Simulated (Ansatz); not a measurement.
End structure of a constructed model of the (111)B surface of zinc-blende GaAs, As-terminated, 2x2 Mg adatom at T4 (bottom of the slab: 3 H on 4 bottom sites):

```xyz
36
Lattice="8.1256 0.0000 0.0000 -4.0628 7.0370 0.0000 0.0000 0.0000 30.5000" Properties=species:S:1:pos:R:3 pbc="T T T"
Ga     1.9745     1.2057     9.6100
Ga     6.1492     1.2069     9.6077
Ga    -0.0020     4.6267     9.6077
Ga     4.0562     4.6951    10.2209
As    -0.0004     2.3459    10.5597
As     4.0612     2.2744    10.5225
As    -1.9705     5.9012    10.5225
As     1.9634     5.9034    10.5159
Ga     0.0000     2.3457    13.0214
Ga     4.0628     2.3457    13.0214
Ga    -2.0314     5.8641    13.0214
Ga     2.0314     5.8641    13.0214
As     0.0000     0.0000    13.8507
As     4.0628     0.0000    13.8507
As    -2.0314     3.5185    13.8507
As     2.0314     3.5185    13.8507
Ga    -0.0583    -0.0376    16.3347
Ga     4.1202    -0.0331    16.3407
Ga    -2.0342     3.5201    16.3672
Ga     2.0348     3.5878    16.3347
As     2.0298     1.1738    16.9271
As     6.0950     1.1780    17.2633
As    -0.0041     4.6880    17.2633
As     4.0673     4.6887    17.2696
Ga     2.0327     1.1721    19.3096
Ga     6.0936     1.0638    19.8026
Ga     0.0941     4.7463    19.8026
Ga     3.9673     4.7465    19.8059
As     0.0823     2.2981    20.5692
As     3.9783     2.2978    20.5716
As    -2.0322     5.9612    20.5716
As     2.0290     5.8655    20.9089
H      2.0137     1.1830     8.0448
H      6.1097     1.1993     8.0426
H     -0.0152     4.6646     8.0426
Mg     2.0309     1.1731    22.0033
```

Slab: 36 atoms, 14.3 Å thick at the start with caps and adatoms; k 3x3x1, smearing 0.025 eV, dipole-corrected; single point; on the structure that PBE left under its start's symmetry; spin-polarised, ending with about 0.3 μB a cell, a value that depends on the mesh; orders that need a larger cell were not tried, no spin-orbit, no U. The slab shows no gap on its mesh. The program's check for a lower electronic state was not made. In PBE it lies 0.02 eV a 1x1 cell over the lowest computed structure of the same composition (2x2 Mg adatom at H3).

Task: Give the work function of the top face at the level r2SCAN, at the PBE geometry and the start's symmetry run with Ansatz (a first-principles code).

Result: 4.40 eV
